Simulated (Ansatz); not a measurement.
Start from PtTe2 (space group P-3m1, No. 164; a = 4.053 Å, c = 5.097 Å; layered; relaxed with 0.1 eV smearing). Axes: x lies along a and z along c of the hexagonal cell.

All numbers come from PBE-D3(BJ) in Ansatz (plane waves to 420 eV, PAW, spin-orbit coupling left out).

It is then changed as follows: an isotropic linear strain of −1.50 %, atoms relaxed at fixed cell.

### Question
Predict the stress tensor and what it implies for the stiffness.

### Answer
Stress of the strained cell less that of the base (GPa, compression positive):
```
    4.5     0.0     0.0
    0.0     4.5     0.0
    0.0     0.0     3.1
```

Then B = −ΔP/(ΔV/V₀) with ΔV/V₀ = -0.0443 gives secant stiffness values (nonlinear terms included at this strain): B (at held cell shape, above the free-shape value) ≈ 90 GPa.

As a check, the harmonic strain energy −½ V₀ Δσ:ε is 14 meV/atom; the computed energy rise is 13 meV/atom.

Whether these cells are dynamically stable was not tested. The final runs are not spin-polarised.

Ansatz is a program for electronic structure.
